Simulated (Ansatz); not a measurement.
Start from CuI in the zinc blende structure (space group F-43m, No. 216; a = 5.862 Å).

All numbers come from LDA/PAW in Ansatz (a first-principles code), no SOC.

Base values:

The density is 6.28 g/cm³ and the band gap is 1.22 eV. The hole mass is 0.18, 0.57, 0.57 mₑ (at Γ).

Modification: cell and atoms relaxed at a pressure of 9 GPa.

**Question.** What happens to the density, band gap and hole mass?

**Answer.** The density goes up by 0.78 g/cm³ (6.28 g/cm³ → 7.06 g/cm³); the band gap goes up by 0.39 eV (1.22 eV → 1.61 eV); the hole mass (degenerate bands, along [100]) becomes 0.19, 0.46, 0.46 mₑ (at Γ) (base: 0.18, 0.57, 0.57 mₑ (at Γ)).

Spin-orbit coupling, missing from the scalar runs, can matter with I. Load acts through the strain it causes; cell and atoms are relaxed under it. Masses are band curvatures over ±0.01 Å⁻¹ around the edge. Whether these cells are dynamically stable was not tested. Tetrahedral semiconductors of this kind turn to denser phases somewhere between about 1 and 50 GPa; those were not computed, so compressed cells here can lie past the real transition. All final runs are without spin polarisation.
